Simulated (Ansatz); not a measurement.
## Parameter sweep on HfCo (Pm-3m, 2 atoms in the cell)

```
HfCo
1.0
    3.16400     0.00000     0.00000
    0.00000     3.16400     0.00000
    0.00000     0.00000     3.16400
Hf Co
1 1
Direct
  0.50000   0.50000   0.50000
  0.00000   0.00000   0.00000
```
Moments meant for the start (each program seeds them in its own way; μB, in the order of the atoms Hf Co): 0.0 3.0.

Base run A: Ansatz (a first-principles code) with PBEsol, default PAW files made with PBE, self-consistent single point.

Its settings: kpoints.mp_grid.grid = 7 7 7; hamiltonian.xc = pbesol; hamiltonian.pseudopotentials = {kind: paw} (the program's default PAW files); magnetization.spin_polarized = true; scf.occupations.method = fermi_dirac; scf.occupations.width = 0.1 eV.

The starting cell comes from a database of published, mostly measured structures (it also holds non-ambient and calculated ones), without a prior relaxation at this level. The moments shrank to a small part of their start, a low-spin state that need not be the lowest. In the base run, with a pressure of about -7 GPa the cell is away from its equilibrium volume at this level. Ansatz's pressure includes its estimate of the finite-basis (Pulay) stress.

ΔF is the free energy per atom less that of run A. 

Run A gave: pressure (GPa) -7.17; size of the net moment (μB/atom) 0.31; iterations 13.

Runs:
- B: scf.mixing.algorithm, scf.mixing.beta = anderson, 0.02
- C: scf.mixing.algorithm, scf.mixing.beta = anderson, 0.05
- D: scf.mixing.algorithm, scf.mixing.beta = anderson, 0.1
- E: scf.mixing.algorithm, scf.mixing.beta = anderson, 0.2
- F: scf.mixing.algorithm, scf.mixing.beta = anderson, 0.3
- G: scf.mixing.algorithm, scf.mixing.beta = anderson, 0.5
- H: scf.mixing.algorithm, scf.mixing.beta = anderson, 0.7
- I: scf.mixing.algorithm, scf.mixing.beta = anderson, 0.9
- J: scf.mixing.algorithm, scf.mixing.beta = anderson, 1

### Question
Which runs reach the base run's state, and which is quickest in iterations?

### Answer
Runs B, C, D, E, F, G, H, I, J reached the same state as A (within 1 meV/atom and 0.1 μB a site). The fewest iterations to that state were 13 (A); the most were 56.

```
run  ΔF (meV/atom)  pressure (GPa)  size of the net moment (μB/atom)  iterations
---  -------------  --------------  --------------------------------  ----------
A             0.00           -7.17                              0.31          13
B             0.00           -7.17                              0.31          56
C             0.00           -7.17                              0.31          56
D             0.00           -7.17                              0.31          32
E             0.00           -7.17                              0.31          23
F             0.00           -7.17                              0.31          20
G             0.00           -7.17                              0.31          16
H             0.00           -7.17                              0.31          16
I             0.00           -7.17                              0.31          17
J             0.00           -7.17                              0.31          15
```

Keys are those of Ansatz 0.2.
